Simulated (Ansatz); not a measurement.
Cell and atoms of amorphous Si48O94:

```xyz
142
Lattice="12.9127 -0.0988 -0.2985 -0.0988 13.1511 0.1850 -0.2985 0.1850 12.4823" Properties=species:S:1:pos:R:3 pbc="T T T"
Si     7.4624     0.8123     2.6745
Si     1.5917    11.0318     3.3581
Si     4.1197     4.1453    11.3522
Si     4.5786    12.3542     0.2957
Si     5.5520    11.5132    10.0740
Si    11.8374     1.9037     1.8394
Si    11.6643    11.3172     0.2185
Si     6.2822     3.8871     6.1513
Si     8.6956     4.9289     4.6016
Si    11.0972     7.4722     8.4549
Si     8.7328     7.4656     6.3352
Si     1.5468    11.5042     7.6390
Si     3.1690     6.9886    10.8156
Si     9.7146     2.3362     4.0158
Si    10.5627    12.5948     5.1036
Si     6.8721     3.2294    10.3376
Si     5.0586     2.0511     1.3007
Si     4.9167     8.7453     9.0696
Si     0.1640     8.9261    12.2987
Si     4.2550     6.5194     3.3831
Si     4.1883     7.9147     0.9535
Si     4.5019    11.2084     7.3384
Si     2.9361     7.1189     5.9768
Si     5.4343    10.3005     2.2548
Si     8.5946     4.2816    11.5644
Si    -0.0144     0.7290     6.7255
Si    10.3055     8.9947    11.1773
Si     0.6535     5.5838     5.2173
Si     5.8334     6.6452     7.3744
Si    10.0165    12.4299     2.1777
Si     9.0044     5.7995     1.6633
Si     4.0494     3.3501     4.0608
Si     1.6921    11.0942     0.9088
Si     6.0901    11.7408     4.6956
Si    11.3029     7.3959     1.0486
Si    11.5857     3.3170    11.3167
Si    -0.0682     8.3346     3.8791
Si    11.0567     2.2679     8.4061
Si     8.5288    10.5303     6.0836
Si     8.0547    12.0466     8.5460
Si     0.2667     8.9040     6.6999
Si     7.8959     1.7873     7.8940
Si     6.6861     7.7421     2.0584
Si     0.5352    10.7638    10.3353
Si     1.3002     4.6972    10.4006
Si    12.4460     4.9078     7.7548
Si    10.5451    11.5378    10.0393
Si     0.9436     2.6799     4.3865
O      0.7428    11.5646    11.7084
O     11.5931     9.8478    12.0380
O      0.4930     1.9583     5.7824
O      1.6671    11.0428     9.2088
O     10.9449    12.3798    11.3846
O      5.3840    11.8733     6.1471
O      0.3722     4.2056     4.4195
O     12.0744    12.6948     5.6424
O      0.9177     4.5268     8.8084
O      2.1836     5.6663     5.8147
O      1.1178    13.0709     7.5871
O      0.5160    10.4870     6.9141
O      4.9837    12.3889    11.3070
O      7.1526     4.6822     5.0332
O      5.9182     4.9927     7.3344
O     11.1695     0.4467     1.5511
O      4.0853     4.9360     3.6806
O      1.7585     8.1455     6.5500
O      8.7136     4.9203     2.9766
O      2.5640     2.7620     4.3700
O     10.4550    11.8943     3.6451
O     10.2089     4.2094    11.4105
O      6.6050     1.5609     1.5144
O      4.2968     6.9674     6.8684
O      9.4616     2.1060     8.1641
O      6.4261    13.1563     3.9439
O      7.4922    10.9459     4.9122
O      7.7336     2.8579    11.7270
O      9.2393     6.3304     5.2540
O      9.7616    11.5955     6.0978
O     10.1442     1.0046     4.8673
O      8.1945     7.1974     1.8832
O      5.2721     3.4809    10.4098
O     12.2533     8.6373     5.0588
O      4.7920    12.0260     8.7182
O      4.5439     2.4436     2.7981
O     11.4006     2.2964    10.0278
O     11.7002     8.2534     2.3801
O      2.9674    11.3759     6.8889
O      9.6407     3.6436     5.0003
O      8.2227     2.0198     3.4577
O      4.2265     5.7836    11.2132
O      0.4143     6.7725     4.1135
O     10.7814     8.0525     9.9667
O     11.9466    11.0067     9.3845
O      4.7606     9.6115     7.6711
O      0.3136     1.9707     3.0308
O      9.5578    10.2772    10.5564
O     12.2362     8.3206     7.6543
O      5.9523     7.4866     8.7914
O      4.7412     3.3789     0.3728
O      6.7784     9.3578     2.3265
O      3.1777    11.5998     0.3203
O      5.7779     7.5315     0.7019
O      9.6594     7.3529     7.6838
O      4.9839     3.2152     5.4101
O      0.0518    11.6945     1.4106
O     10.7350     2.6860     2.7738
O      7.1286     7.2230     6.5482
O      1.5116     9.3848     0.8075
O      7.7244     0.2153     7.5005
O      4.3869     0.7634     0.5433
O      9.6083    12.3338     9.0063
O     11.9218     1.1064     7.6531
O     10.1175     7.9973     0.0112
O      7.7842     4.6320    10.1399
O      5.3633     9.8631    10.2037
O     11.7171     6.0000     8.7178
O      8.4945     5.0836     0.3045
O      0.0028     4.3229    11.3218
O      3.0813     8.0481    12.0475
O      5.0989    10.8408     3.7576
O      5.8472     6.9676     3.2618
O      0.5331     9.1212    10.7242
O      8.9577     8.9889     5.7914
O     12.1000     2.4997     0.3351
O     10.6306     6.0110     1.5461
O      7.2200     2.6996     6.7407
O      7.1451    11.8404     9.8791
O      7.9055    10.7102     7.6002
O      5.6443    11.6125     1.3150
O      7.0549     2.0531     9.2560
O      3.5624     7.9399     9.5491
O      3.5268     6.8036     1.9481
O     11.4463     3.6501     7.6574
O     12.6556     7.2742     0.0733
O      1.0841     9.3968     3.4883
O      8.4739    12.9517     2.1838
O      1.7144     6.2728    10.6128
O      2.5992     3.7718    10.8264
O      3.5205     7.4796     4.4895
O     10.2947    11.2102     1.1206
O      4.2033     9.3667     1.7138
O     12.6242     5.5494     6.2630
```

The numbers are results of PBE, scalar-relativistic without spin-orbit coupling (plane waves to 420 eV, PAW; Ansatz, an electronic-structure program), not measurements. The usual formal charges leave 4 electrons over, so the level spacing at the Fermi energy parts defect or band states and needn't be the band gap.

The cell was made by melting and quenching with the CHGNet potential and then relaxed with DFT. O atoms were pushed apart under 1.9 Å during the dynamics, to hinder bonds among them. The hot cell started wider than the set density and was brought back towards it in steps. It is the lowest in DFT energy of 4 quenches. It is a model cell: composition and starting density were chosen by hand, and all elements were melted together. No dispersion term was used. Its density started from a set value of 2.23 and ended at 2.24 g/cm³. The quench (nominally 290 K/ps over its main leg) was far faster than any real one, so the model tends to hold more defects than a real film. One small periodic cell is one sample of the glass; other quenches scatter about these values. Volume and shape were free in the relaxation.

Bonds are counted up to Si-Si 2.60 Å, Si-O 1.96 Å, O-O 1.58 Å. Two cations that share two anions don't count as bonded, nor two that share one unless they lie closer than Si-Si 2.38 Å.

Give the coordination numbers, mean bond lengths and angles.


```json
{
 "Mean coordination of Si by anions": "3.94 (1 with 1, 47 with 4); 2 close contacts or bonds to cations besides",
 "Mean coordination of O": "2.01 (93 with 2, 1 with 3)",
 "Mean Si-O bond": "1.642 Å (spread 0.033 Å, 189 counted)",
 "Mean Si-Si bond": "2.452 Å (spread 0.000 Å, 1 counted)",
 "Bond angle at Si": "mean 109.3°, spread 6.8°",
 "Bond angle at O": "mean 136.7°, spread 15.4°"
}
```

Which atoms depart from the most common coordination of their element?

Si2 has 2 (O135 1.72 Å, Si33 2.45 Å); Si33 has 5 (O101 1.68 Å, O108 1.72 Å, O105 1.82 Å, O49 1.83 Å, Si2 2.45 Å); O50 has 3 (Si27 1.77 Å, Si7 1.80 Å, Si19 1.80 Å).
